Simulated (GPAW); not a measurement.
**Input and output of a self-consistent single point for TiMo₃ (Immm, 4 atoms in the cell) (GPAW)**

Computed with LDA (Perdew-Wang 92), GPAW PAW datasets LDA (gpaw-data 1.0.1) (plane waves; GPAW 25.7.0).

This input was run:

```python
from ase import Atoms
from ase.units import GPa
from gpaw import GPAW

atoms = Atoms(['Ti', 'Mo', 'Mo', 'Mo'],
              cell=[[-1.563455, 2.183773, 4.420927],
                    [1.563455, -2.183773, 4.420927],
                    [1.563455, 2.183773, -4.420927]],
              scaled_positions=[[0.500000, 0.000000, 0.500000],
                                [0.756590, 0.756590, 0.000000],
                                [0.243410, 0.243410, 0.000000],
                                [0.000000, 0.500000, 0.500000]],
              pbc=True)

calc = GPAW(mode={'name': 'pw', 'ecut': 800},
            xc='LDA',
            kpts=(7, 7, 7),
            occupations={'name': 'fermi-dirac', 'width': 0.1},
            nbands=-8,
            convergence={'density': 1e-05, 'energy': 1e-05},
            symmetry={'symmorphic': False, 'tolerance': 0.0005},
            maxiter=150)

atoms.calc = calc

energy = atoms.get_potential_energy()
print('Energy (eV):', round(energy, 6))
forces = atoms.get_forces()
print('Forces (eV/Ang):')
print(forces.round(5))
stress = atoms.get_stress()
print('Stress (GPa, Voigt):', (stress / GPa).round(4))
```

The program printed (abridged):

```
Input parameters:
  convergence: {density: 1e-05,
                energy: 1e-05}
  kpts: [7 7 7]
  maxiter: 150
  mode: {ecut: 800,
         name: pw}
  nbands: -8
  occupations: {name: fermi-dirac,
                width: 0.1}
  symmetry: {symmorphic: False,
             tolerance: 0.0005}

species:
  Ti:
    name: Titanium
    Z: 22.0
    valence: 12
    core: 10
    charge: 0.0
    file: Ti.LDA.gz

    # Using partial waves for Ti as LCAO basis

  Mo:
    name: Molybdenum
    Z: 42.0
    valence: 14
    core: 28
    charge: 0.0
    file: Mo.LDA.gz

    # Using partial waves for Mo as LCAO basis

Reference energy: -353233.388172  # eV

Spin-paired calculation

Convergence criteria:
 Maximum [total energy] change in last 3 cyles: 1e-05 eV / valence electron
 Maximum integral of absolute [dens]ity change: 1e-05 electrons / valence electron
 Maximum integral of absolute [eigenst]ate change: 4e-08 eV^2 / valence electron
 Maximum number of scf [iter]ations: 150

Symmetries present (total): 8
Symmetries with fractional translations: 0
343 k-points: 7 x 7 x 7 Monkhorst-Pack grid
64 k-points in the irreducible part of the Brillouin zone
       k-points in crystal coordinates                weights
   0:     0.00000000    0.00000000    0.00000000          1/343
   1:     0.14285714   -0.14285714   -0.14285714          2/343
   2:     0.14285714   -0.14285714    0.00000000          4/343
   [... 7 lines left out ...]
          ...
  63:     0.42857143    0.42857143    0.42857143          8/343

Wave functions: Plane wave expansion
  Cutoff energy: 800.000 eV
  Number of coefficients (min, max): 3084, 3122
  Pulay-stress correction: 0.000000 eV/Ang^3 (de/decut=0.000000)

Occupation numbers: Fermi-Dirac:
  width: 0.1000  # eV

Eigensolver

Densities:
  Coarse grid: 35*35*35 grid
  Fine grid: 70*70*70 grid
  Total Charge: 0.000000

Density mixing:
  Method: separate
  Backend: pulay
  Linear mixing parameter: 0.05
  old densities: 5
  Damping of long wavelength oscillations: 50

Hamiltonian:
  XC and Coulomb potentials evaluated on a 70*70*70 grid
  External potential:
    NoExternalPotential

Number of atoms: 4
Number of atomic orbitals: 52
Number of bands in calculation: 35
Number of valence electrons: 54
Bands to converge: occupied

Density initialized from atomic densities
  35 bands from LCAO basis set

Atomic positions and initial magnetic moments

Positions:
   0 Ti     0.000000    2.183773    0.000000    ( 0.0000,  0.0000,  0.0000)
   1 Mo    -0.000000   -0.000000    6.689658    ( 0.0000,  0.0000,  0.0000)
   2 Mo    -0.000000    0.000000    2.152196    ( 0.0000,  0.0000,  0.0000)
   3 Mo     1.563455    0.000000    0.000000    ( 0.0000,  0.0000,  0.0000)

Unit cell:
           periodic     x           y           z      points  spacing
  1. axis:    yes   -1.563455    2.183773    4.420927    35     0.1119
  2. axis:    yes    1.563455   -2.183773    4.420927    35     0.0842
  3. axis:    yes    1.563455    2.183773   -4.420927    35     0.0726

  Lengths:   5.172799   5.172799   5.172799
  Angles:  144.814960 130.057346  62.558070

Effective grid spacing dv^(1/3) = 0.1121

     iter     time        total  log10-change:
                         energy   eigst   dens
iter:   1 --:--:--   -49.650647
iter:   2 --:--:--   -48.427471   -0.41  -1.17
iter:   3 --:--:--   -47.248020   -0.73  -1.24
iter:   4 --:--:--   -45.919308   -0.74  -1.35
iter:   5 --:--:--   -45.848655   -0.89  -1.65
iter:   6 --:--:--   -45.760178   -2.01  -2.00
iter:   7 --:--:--   -45.725057   -2.29  -2.17
iter:   8 --:--:--   -45.725634   -3.08  -2.72
iter:   9 --:--:--   -45.724077   -3.12  -2.73
iter:  10 --:--:--   -45.724262   -3.68  -3.14
iter:  11 --:--:--   -45.724167c  -4.46  -3.21
iter:  12 --:--:--   -45.724337c  -3.68  -3.22
iter:  13 --:--:--   -45.723979c  -4.85  -3.26
iter:  14 --:--:--   -45.723984c  -4.91  -3.66
iter:  15 --:--:--   -45.724001c  -4.91  -3.76
iter:  16 --:--:--   -45.723987c  -5.97  -3.92
iter:  17 --:--:--   -45.723986c  -6.30  -3.91
iter:  18 --:--:--   -45.723968c  -5.81  -3.97
iter:  19 --:--:--   -45.723972c  -7.09  -4.44
iter:  20 --:--:--   -45.723974c  -7.38  -4.82
iter:  21 --:--:--   -45.723971c  -7.25  -4.88
iter:  22 --:--:--   -45.723974c  -7.42c -4.76
iter:  23 --:--:--   -45.723973c  -8.33c -5.15c

Converged after 23 iterations.

Dipole moment: (0.000000, 0.000000, -0.000000) |e|*Ang

Energy contributions relative to reference atoms: (reference = -353233.388172)

Kinetic:        -24.665193
Potential:      +11.201187
External:        +0.000000
XC:             -31.529588
Entropy (-ST):   -0.082463
Local:           -0.689147
SIC:             +0.000000
--------------------------
Free energy:    -45.765205
Extrapolated:   -45.723973

Showing only first 2 kpts
 Kpt  Band  Eigenvalues  Occupancy
  0    25     12.04954    1.95224
  0    26     12.09070    1.92879
  0    27     13.13120    0.00164
  0    28     13.28996    0.00034

  1    25     11.82164    1.99500
  1    26     12.18869    1.82090
  1    27     12.56461    0.38307
  1    28     12.92974    0.01222

Fermi level: 12.42060

No gap
No difference between direct/indirect transitions
Energy (eV): -45.723973

Forces in eV/Ang:
  0 Ti    0.00000    0.00000    0.00000
  1 Mo    0.00000    0.00000   -0.13357
  2 Mo    0.00000    0.00000    0.13357
  3 Mo    0.00000    0.00000   -0.00000

Stress tensor:
     0.021522     0.000000    -0.000000
     0.000000     0.013077     0.000000
    -0.000000     0.000000     0.018229
Stress (GPa, Voigt): [ 3.4483  2.0952  2.9206  0.     -0.      0.    ]
```

The run converged in 23 iterations. GPAW prints stress with tension positive.

The starting cell comes from a database of computed structures (which also holds hypothetical and non-ambient phases and stackings), without a prior relaxation at this level. Its lattice was rescaled by a random factor within 2.5 % of one. Spin polarisation is off.

Cost on one core of a shared machine: roughly 10 min.
